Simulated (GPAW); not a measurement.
Input and output of a self-consistent single point for RuAl (Pm-3m, 2 atoms in the cell) (GPAW).

Method of the run: PBE, GPAW PAW datasets PBE (gpaw-data 1.0.1) (plane waves; GPAW).

The change in words: lattice scaled by 0.98. Reference geometry:
```xyz
2
Lattice="2.9915 0.0000 0.0000 0.0000 2.9915 0.0000 0.0000 0.0000 2.9915" Properties=species:S:1:pos:R:3 pbc="T T T"
Al     1.4957     1.4957     1.4957
Ru     0.0000     0.0000     0.0000
```

Reference input (self-consistent single point, DFT PBE, plane waves, GPAW PAW datasets PBE (gpaw-data 1.0.1)): mode = pw; ecut = 550 eV; xc = PBE; kpts = 9 9 9; mesh shift (steps) = 0 0 0; occupations.name = methfessel-paxton; occupations.width = 0.272 eV; occupations.order = 0; nbands = -6; convergence.density = 1e-05 e/electron; symmetry.symmorphic = false; symmetry.tolerance = 0.0005. This run's input differs from it in these lines:

```diff
@@ -5,6 +5,6 @@
 atoms = Atoms(['Al', 'Ru'],
-              cell=[[2.991495, 0.000000, 0.000000],
-                    [0.000000, 2.991495, 0.000000],
-                    [0.000000, 0.000000, 2.991495]],
-              positions=[[1.495748, 1.495748, 1.495748],
+              cell=[[2.931665, 0.000000, 0.000000],
+                    [0.000000, 2.931665, 0.000000],
+                    [0.000000, 0.000000, 2.931665]],
+              positions=[[1.465833, 1.465833, 1.465833],
                          [0.000000, 0.000000, 0.000000]],
```

Output (repeated stretches shortened):

```
     iter     time        total  log10-change:
                         energy   eigst   dens
iter:   1 --:--:--   -15.140632
iter:   2 --:--:--   -14.954301   -1.09  -1.21
iter:   3 --:--:--   -14.931403   -0.62  -1.24
iter:   4 --:--:--   -14.403939   -1.11  -1.41
iter:   5 --:--:--   -14.495245   -1.47  -1.48
iter:   6 --:--:--   -14.342156   -2.18  -1.67
iter:   7 --:--:--   -14.333395   -2.92  -2.26
iter:   8 --:--:--   -14.332436   -3.56  -2.57
iter:   9 --:--:--   -14.332459c  -4.97  -3.63
iter:  10 --:--:--   -14.332576c  -5.22  -3.53
iter:  11 --:--:--   -14.332366c  -4.89  -3.37
iter:  12 --:--:--   -14.332365c  -6.32  -3.82
iter:  13 --:--:--   -14.332388c  -5.97  -3.86
iter:  14 --:--:--   -14.332385c  -8.22c -4.60
iter:  15 --:--:--   -14.332384c  -8.99c -4.67
iter:  16 --:--:--   -14.332382c  -8.43c -4.69
iter:  17 --:--:--   -14.332384c  -8.62c -5.09c
Converged after 17 iterations.

Dipole moment: (0.000002, 0.000002, 0.000002) |e|*Ang

Energy contributions relative to reference atoms: (reference = -129848.548248)

Kinetic:        +14.749790
Potential:      -12.988133
External:        +0.000000
XC:             -15.833038
Entropy (-ST):   -0.057748
Local:           -0.232129
SIC:             +0.000000
--------------------------
Free energy:    -14.361258
Extrapolated:   -14.332384

Showing only first 2 kpts
 Kpt  Band  Eigenvalues  Occupancy
  0     7     11.55375    0.21833
  0     8     11.55375    0.21833
  0     9     11.55375    0.21833
  0    10     17.76373    0.00000

  1     7     11.24857    1.27798
  1     8     11.24857    1.27798
  1     9     11.58582    0.16220
  1    10     16.70799    0.00000

Fermi level: 11.31699

No gap
No difference between direct/indirect transitions
Energy (eV): -14.332384

Forces in eV/Ang:
  0 Al   -0.00000   -0.00000   -0.00000
  1 Ru    0.00000   -0.00000    0.00000

Stress tensor:
    -0.114224    -0.000000     0.000000
    -0.000000    -0.114224     0.000000
     0.000000     0.000000    -0.114224
Stress (GPa, Voigt): [-18.3007 -18.3007 -18.3007   0.       0.      -0.    ]
```

The run converged in 17 iterations. GPAW prints stress with tension positive. Against the reference run the free energy goes up by 52.6 meV/atom and the pressure goes from 3.31 to 18.30 GPa.

The starting cell has typed, rounded lattice constants, without a prior relaxation at this level. Its lattice was rescaled by a random factor within 2.5 % of one. For this run, on top of that: lattice scaled by 0.98. Spin polarisation is off. With a pressure of about 18 GPa the cell is away from its equilibrium volume at this level.
